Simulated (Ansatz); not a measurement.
```xyz
132
Lattice="14.6583 0.0004 0.1293 0.0002 5.1011 -0.0340 3.8793 -2.2857 24.0469" Properties=species:S:1:pos:R:3 pbc="T T T"
Hf    13.4242     1.4898     1.2661
Hf     6.5341     1.3091     1.2259
Hf     4.1676     3.8384     3.0528
Hf    11.4501     3.7036     3.2162
Hf    14.9715     3.9717     3.0836
Hf     7.8126     3.8434     2.9669
Hf     9.7930     1.1717     0.9766
Hf     2.1489     1.6030     1.2967
O      2.9673     0.4090     2.7643
O     10.2170     0.1763     2.7316
O     11.3463     2.3665     1.6341
O      3.7276     2.9508     1.3109
O     13.3919     2.6322     3.0029
O      6.0649     2.6403     2.7468
O     12.9958     0.0756     3.0065
O      5.7865     0.0832     2.8721
O      0.4656     0.3641     1.5787
O      7.9892    -0.0454     1.3040
O      0.4838     2.8354     1.0959
O      8.2597     2.4642     1.3489
Hf     2.4629     1.2708     4.7417
Hf     9.7754     1.2135     4.8309
Hf     7.5809     3.8180     6.8162
Hf    14.9191     3.8524     6.9190
Hf     3.8207     3.8587     6.6679
Hf    11.1442     3.8131     6.7635
Hf    13.3442     1.2942     4.7699
Hf     6.0236     1.3114     4.6441
O      6.5017     0.5411     6.4775
O     13.8125     0.5489     6.6116
O      2.0723     2.8905     3.3511
O      9.5067     2.9452     3.6948
O     14.4491     3.1070     5.1200
O      7.1049     3.0946     4.9819
O     15.2910     0.5189     4.3779
O      7.9676     0.5262     4.1774
O      2.1575     2.5734     6.3671
O      9.4453     2.5152     6.4717
O      1.9609     0.0193     6.5988
O      9.2712    -0.0228     6.6559
O      4.1408     0.0040     5.0117
O     11.4388    -0.0493     5.0976
O      4.2781     2.5591     4.7540
O     11.6279     2.4957     4.9785
Hf     5.9130     1.2900     8.4335
Hf    13.2369     1.2984     8.5311
Hf    11.0779     3.8763    10.5223
Hf     3.7130     3.8789    10.4346
Hf     7.2625     3.8410    10.3738
Hf    14.5932     3.8783    10.4684
Hf     2.1341     1.3068     8.2897
Hf     9.4605     1.2826     8.3533
O      9.9767     0.5749    10.1944
O      2.6501     0.6046    10.1162
O      5.6048     3.0788     7.2720
O     12.9414     3.1060     7.4059
O      3.2146     3.1339     8.6135
O     10.5553     3.0978     8.7044
O      4.1178     0.5542     7.8127
O     11.4294     0.5445     7.8934
O      5.5683     2.5695    10.0898
O     12.9305     2.5994    10.1967
O      5.4206     0.0208    10.2764
O     12.7638     0.0516    10.3479
O      7.5948     0.0096     8.7399
O     14.9406     0.0283     8.8344
O      7.7583     2.5602     8.5429
O     15.1058     2.5722     8.6199
Hf     9.4111     1.3520    12.1300
Hf     2.0253     1.3725    12.1054
Hf    14.6183     4.0485    14.2453
Hf     7.4183     4.0562    13.9623
Hf    10.6476     3.9202    13.9616
Hf     3.2473     3.8730    13.8389
Hf     5.5937     1.2805    12.0054
Hf    12.9666     1.3230    12.1221
O     13.4860     0.5377    13.8822
O      5.9347     0.3766    13.7946
O      9.0836     3.1457    10.9571
O      1.7488     3.1553    10.9315
O      6.6424     3.0625    12.3559
O     13.9554     3.1615    12.5026
O      7.5623     0.5226    11.5744
O     14.9263     0.5824    11.6023
O      9.0625     2.7203    13.6419
O     16.2976     2.7268    13.7752
O      9.0513     0.1262    13.7958
O     16.3323     0.1411    14.0830
O     11.1536     0.0990    12.4186
O      3.7060     0.0824    12.3178
O     11.2680     2.6393    12.2909
O      3.9214     2.6180    12.2129
Pt    14.8056     3.4442    16.8993
Pt    12.2364     3.4000    16.1736
Pt    13.5110     0.9524    16.5835
Pt     9.5619     3.2283    16.4882
Pt    10.8764     0.7068    16.4283
Pt     6.8598     3.0476    16.3111
Pt     8.1869     0.6040    16.4487
Pt     4.1708     2.9477    16.0802
Pt     5.4836     0.4995    16.0054
Pt    17.3921     0.5718    16.1102
Pt    15.6897     1.1783    18.1127
Pt    12.1249     1.8893    18.7913
Pt    13.4252    -0.5544    19.0086
Pt     9.4088     1.5934    18.7318
Pt    10.7910    -0.8044    18.7587
Pt     6.6155     1.3254    18.5162
Pt     8.0264    -1.0852    18.7183
Pt     3.8561     1.2063    18.2310
Pt     5.2620    -1.2019    18.4581
Pt    17.1017    -1.3214    18.2148
Pt    15.6663    -0.4246    20.4197
Pt    11.9867     0.2135    21.1527
Pt    14.3395     2.2068    20.1946
Pt     9.1805    -0.0447    20.9106
Pt    10.6549     2.7048    20.9647
Pt     6.4188    -0.2208    20.8188
Pt     7.8021     2.3370    20.8334
Pt     3.6952    -0.3446    20.5284
Pt     5.0448     2.2147    20.5545
Pt    16.9823     2.1634    20.4731
Pt    15.4858    -2.0255    23.0378
Pt    12.8910    -2.1049    22.3598
Pt    14.1707     0.4975    22.5880
Pt     9.0158    -1.6287    23.1378
Pt    10.3040     0.9558    23.0918
Pt     6.2316    -1.8472    22.9899
Pt     7.6385     0.8856    23.1807
Pt    18.1538    -1.9433    22.8614
Pt     4.8583     0.7700    22.9219
Pt    16.8057     0.5743    22.8583
```

The first 92 atoms are the substrate (HfO2-o), the rest the film (Pt).

All values below come from PBE (plane waves to 420 eV, PAW; Ansatz, a quantum-chemistry and plane-wave program). Scalar-relativistic, without spin–orbit coupling; the runs are not spin-polarised; PBE gaps are too small against experiment. Its k-point mesh 2×5×1, Fermi–Dirac width 0.05 eV.

Task: Describe the bonding at the interfaces and give the barriers.

Result: A periodic stack without vacuum, fcc Pt (1 1 1) on polar orthorhombic HfO2 (1 1 0) (film strained to the substrate, started from cuts of the bulks and a machine-learned relaxation; slabs Hf32O60 and Pt40, which can lie off the formulas): substrate slab Hf32O60, film Pt40, surface cells [[0, 2], [-1, 0]] and [[-5, 5], [-1, -1]], film strained by +4.4 and +4.9 %, outermost planes HfO/HfO and Pt/Pt as cut, which need not be the usual terminations and can put a slab off its formula.
| Quantity | Result |
|---|---|
| interface area | 74.8 Å² |
| period | 24.00 Å |
| heights between the nearest atoms of the two slabs at the two interfaces | 1.82 and 1.78 Å |
| Hf–Pt contacts across the interfaces within 1.22 times the sum of covalent radii | 26, mean 3.01 Å |
| O–Pt contacts across the interfaces within 1.22 times the sum of covalent radii | 4, mean 2.27 Å |
| hole barrier (PBE) | 2.30 eV |
| electron barrier (PBE) | 2.07 eV |
